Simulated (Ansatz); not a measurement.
Input:

```xyz
2
Lattice="0.0000 2.4154 2.4154 2.4154 0.0000 2.4154 2.4154 2.4154 0.0000" Properties=species:S:1:pos:R:3 pbc="T T T"
Ca     0.0000     0.0000     0.0000
O      2.4154     2.4154     2.4154
```

All values below come from PBE, rigid bands (plane waves, PAW, scalar-relativistic; Ansatz, a quantum-chemistry and plane-wave program). Condition of this run: functional PBE, cell relaxed with it. Geometry: cell and atoms relaxed with PBE.

**Question.** Predict the hole conductivity mass (n e² τ/σ) at 300 K, by direction if it differs.

**Answer.** 1.44 mₑ.

**Question.** What conductivity effective mass do dilute electrons have at 300 K?

**Answer.** 0.58 mₑ.

**Question.** And the band gap?

**Answer.** 3.66 eV at this level; semilocal functionals usually fall short of the measured gap.

Rigid bands, one relaxation time for all states, no polarons. Spin-orbit coupling is left out; where it splits the top of the valence band it changes the hole mass and lowers the gap by about a third of the splitting.
